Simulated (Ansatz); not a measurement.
# S on the 1x1 (10-10) surface of wurtzite ZnO (cut with top plane O + Zn), one in a 2x1 cell, started at the site 'top O'

Host crystal: wurtzite ZnO, with a band gap (PBE, scalar-relativistic without spin-orbit coupling).

All values below come from PBE (plane waves to 420 eV, PAW; Ansatz, a program for electronic structure).

Slab: 33 atoms, 9.4 Å thick at the start under the adsorbate (thin: gaps and levels are the slab's own); k 3x4x1, smearing 0.01 eV, dipole-corrected; 16 atoms held, the rest relaxed; start symmetry kept, larger cells not searched; spin-polarised, no spin-orbit, no U, no dispersion correction. The starting moment vanished. At the end it is bonded to O + Zn. In PBE it is, or lies within 0.03 eV of, the lowest of the starts that converged.

```json
{
  "energy of the end state, in which the adsorbate paired with a surface O atom, against ⅛ S8(g)": "0.57 eV",
  "change_of_the_step_from_the_bottom_to_the_top_vacuum_level_against_the_clean_slab": "0.74 eV",
  "energy_released_by_relaxation": "1.50 eV",
  "height of the binding atom over the mean of the host atoms within 0.3 Å of the top one": "1.377 Å",
  "magnetic_moment_of_the_cell": "0.00 μB",
  "largest_move_of_a_host_atom": "0.80 Å",
  "note": "in the relaxation the adsorbate left its starting site by 0.6 Å",
  "cost": "very roughly 30 core-minutes"
}
```

A negative adsorption energy means that the adsorbate is more stable on the surface than in its reference.
